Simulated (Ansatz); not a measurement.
Start from ZnO in the wurtzite structure (space group P6_3mc, No. 186; a = 3.235 Å, c = 5.211 Å). Axes: x lies along a and z along c of the hexagonal cell.

Level of theory: Ansatz (a first-principles code) r2SCAN, scalar-relativistic without spin-orbit coupling, earlier PAW set.

Base values:

```
Item                             Value
-----------------------------  -------
Band gap                       1.23 eV
Shortest interatomic distance  1.970 Å
```

Modification: uniaxial stress, 3 GPa tension along x; all other stress components relax to zero.

Problem. What does the calculation give for the band gap after the change?

Solution. The band gap falls by 0.03 eV to 1.20 eV.

Problem. What happens to the shortest interatomic distance?

Solution. The shortest interatomic distance increases by 0.005 Å to 1.975 Å.

Problem. What does the calculation give for the energy relative to the base after the change?

Solution. The energy increases by 2.9 meV/atom.

Problem. What does the calculation give for the strain response after the change?

Solution. The strain response (xx, yy, zz) comes out as (+2.60, −1.24, −0.74) %.

Beyond what the load breaks, stability against distortions was not tested.
